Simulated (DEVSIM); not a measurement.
Structure: illuminated GaAs p-on-n cell, one wavelength, at 250 K.

| layer (left to right) | material | thickness (μm) | Nd (cm⁻³) | Na (cm⁻³) | τn (s) | τp (s) | absorption coefficient (cm⁻¹) |
|---|---|---|---|---|---|---|---|
| 1 | GaAs | 0.130 | - | 9.3e17 | 1.2e-9 | 8.5e-10 | 17000 |
| 2 | GaAs | 1.30 | 3.2e15 | - | 5.3e-8 | 5.3e-8 | 17000 |

Left contact: ohmic, minority electron recombination velocity 80000 cm/s. Right contact: ohmic, minority hole recombination velocity 2e5 cm/s. Voltage is applied to the left contact. Recombination: SRH at mid-gap, radiative, Auger. Light enters at the left, 8.7e16 photons cm⁻² s⁻¹, one pass, no reflection. Mobility is constant in doping.

The device is made up for the run: typed textbook-type constants, with dimensions and the other settings drawn at random. Values at 300 K; Nc and Nv go as T^1.5, mobilities as T to minus their exponent, the gap by Varshni's rule with the affinity fixed.

```csv
parameter,GaAs
gap (eV),1.424
affinity (eV),4.07
permittivity,12.9
Nc (cm⁻³),4.7e17
Nv (cm⁻³),9e18
μn (cm²/Vs),8500
μp (cm²/Vs),400
T exponent of μn,2.1
T exponent of μp,2.2
B (cm³/s),2e-10
Cn (cm⁶/s),1e-30
Cp (cm⁶/s),1e-30
Varshni α (eV/K),0.000541
Varshni β (K),204
```

DEVSIM, 1D drift-diffusion, Boltzmann statistics, complete ionisation; no tunnelling, impact ionisation, image-force lowering or self-heating.

The photon flux was swept, all else fixed.

| photon flux (cm^-2 s^-1) | largest power (mW/cm²) | fill factor | open-circuit voltage (V) | short-circuit current (mA/cm²) |
|---|---|---|---|---|
| 2.6e15 | 0.281 | 0.83 | 0.921 | 0.367 |
| 8.7e15 | 0.977 | 0.84 | 0.949 | 1.23 |
| 2.6e16 | 3.01 | 0.84 | 0.974 | 3.67 |
| 8.7e16 | 10.4 | 0.84 | … | … |
| 2.6e17 | 31.8 | 0.84 | 1.026 | 36.7 |
| 8.7e17 | 109 | 0.84 | 1.052 | 123 |
| 2.6e18 | 333 | 0.84 | 1.076 | 367 |

Complete the blanks.


- 8.7e16, open-circuit voltage (V): 1.002
- 8.7e16, short-circuit current (mA/cm²): 12.3
